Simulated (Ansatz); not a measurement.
Cost and result by functional for the surface energy of the (211) surface of fcc Rh in its 1x1 cell, outermost plane spacing 0.78 Å in the ideal cut, in Ansatz (plane waves, PAW). Single points on the PBE structure, on one kind of machine; costs are rough ratios of the slab run's core time (references not counted) to the cheapest single point. r2SCAN's cost holds its higher cutoff (500 against 420 eV). Differences are taken against r2SCAN for comparison alone: no measured value is at hand, so the table doesn't rank accuracy.

Set-up: 14 atoms, 10.2 Å thick at the start (thin: gaps and levels are the slab's own); mesh 14x6x1; 0.1 eV smearing; dipole correction on; all atoms relaxed; held to the start's symmetry, so lower structures may exist; no spin, no spin-orbit, no U. These notes are the PBE run's.

```json
[
 {"functional": "PBEsol", "relative cost": "1", "surface energy (J/m²)": "2.81", "less r2SCAN (J/m²)": "0.20"},
 {"functional": "LDA", "relative cost": "1", "surface energy (J/m²)": "3.01", "less r2SCAN (J/m²)": "0.40"},
 {"functional": "RPBE", "relative cost": "1", "surface energy (J/m²)": "2.11", "less r2SCAN (J/m²)": "-0.51"},
 {"functional": "r2SCAN", "relative cost": "2", "surface energy (J/m²)": "2.61", "less r2SCAN (J/m²)": "0.00"},
 {"functional": "PBE (the relaxed run's value)", "relative cost": "–", "surface energy (J/m²)": "2.38", "less r2SCAN (J/m²)": "-0.24"}
]
```

The values span 0.91 J/m², while the single points' costs differ by a factor of roughly 2. Differences are of unrounded values.

Ansatz is a first-principles code.
